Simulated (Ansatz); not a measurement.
Results of LDA (Ansatz, an electronic-structure program, plane waves, PAW) for CaO (model structure, started from the wurtzite type, P6₃/mmc, No. 194, 4 atoms in the cell).

Settings: plane-wave cutoff 520 eV, 12×12×6 k mesh (along the axes of the cell as run), Fermi–Dirac smearing 0.01 eV, scalar-relativistic PAW data made under PBE.

Cell (relaxed at this level):

```
CaO
1.0
    3.90877     0.00000     0.00000
   -1.95438     3.38509     0.00000
    0.00000     0.00000     4.68344
Ca O
2 2
Direct
  0.66667   0.33333   0.06260
  0.33333   0.66667   0.56260
  0.66667   0.33333   0.56260
  0.33333   0.66667   0.06260
```

### Question
Estimate the band gap and bulk modulus B0 that the calculation returns.

### Answer

- band gap: 3.22 eV (on the SCF k mesh)
- bulk modulus B0: 103 GPa

Note: the bulk modulus is −V dP/dV from two relaxed cells at ±2 % in volume; the relaxation could raise the start's symmetry but not lower it, so the cell can be a saddle point.

The computed numbers hold no vibrational or temperature effects.

Cost on a shared machine: very roughly 60 core-seconds.

A model structure was made by putting elements into a prototype or built by hand; it is no filed structure, need not be a known phase, and can be a saddle point held by its symmetry.
